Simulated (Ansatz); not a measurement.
The starting structures come from a database of crystals and need not be the phases stable at ambient conditions.

Inside the gap of an insulator the Bloch states are evanescent, with a wavenumber k + iκ along the transport direction.

```
CELL_PARAMETERS angstrom
      4.40728     0.00000     0.00000
      0.00000     8.72851     0.00000
      0.00000     0.00000     4.87096
ATOMIC_POSITIONS crystal
  Te 0.62323 0.60227 0.02986
  Te 0.87677 0.10227 0.97014
  Te 0.12323 0.39773 0.47014
  Te 0.37677 0.89773 0.52986
  O  0.22838 0.53910 0.14246
  O  0.27162 0.03910 0.85754
  O  0.72838 0.46090 0.35754
  O  0.77162 0.96090 0.64246
  O  0.82805 0.27736 0.75738
  O  0.67195 0.77736 0.24262
  O  0.32805 0.72264 0.74262
  O  0.17195 0.22264 0.25738
```

Space group of this cell: P2_12_12_1. The cell is taken as given; by r2SCAN its mean pressure is 0.5 GPa.

Transport runs along the normal of the first two printed cell vectors.

The gap is the functional's own, uncorrected, and κ follows it; spin-orbit coupling is left out. Mid-gap values are interpolated between the computed energies.

### Question
State the band gap and the smallest decay constant κ at mid-gap according to r2SCAN run with Ansatz (a program for electronic structure).

### Answer
Gap 3.51 eV on a 8×4×6 mesh; κ = 0.395 1/Å, at (0.125, 0.000) of the in-plane reciprocal vectors. At the zone centre, at the nearest computed energy, the slowest state has κ = 0.39 1/Å.
